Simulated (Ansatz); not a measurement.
## How the smallest direct gap on the k points sampled of LaB3C3 (model structure, started from the SrB3C3 type, Pm-3n, No. 223, 14 atoms in the cell) moves with the method

No measured value is used here.

| level (code) | value (eV) |
|---|---|
| LDA (Ansatz) | 1.56 |
| PBE (Ansatz) | 1.57 |
| PBEsol (Ansatz) | [?] |
| r²SCAN (Ansatz) | 1.78 |
| HSE06 (Ansatz) | 2.58 |

Q: What belongs in the gaps?

A: 
- PBEsol (Ansatz, an electronic-structure program), value (eV): 1.53

At these levels the smallest gap is indirect and lower: LDA 0.72, PBE 0.68, PBEsol 0.63, r²SCAN 0.78, HSE06 1.31 eV. Computed values are for a static lattice. Levels without +SOC have no spin–orbit coupling; where heavier elements are present it shifts gaps, mostly down, and can invert bands.  Values are at the PBEsol cell. Cutoffs and k meshes differ between the levels. Ansatz's density-functional and Hartree–Fock values are scalar-relativistic unless marked +SOC, with PAW data made under PBE.

A model structure was made by putting elements into a prototype or built by hand; it is no filed structure, need not be a known phase, and can be a saddle point held by its symmetry.
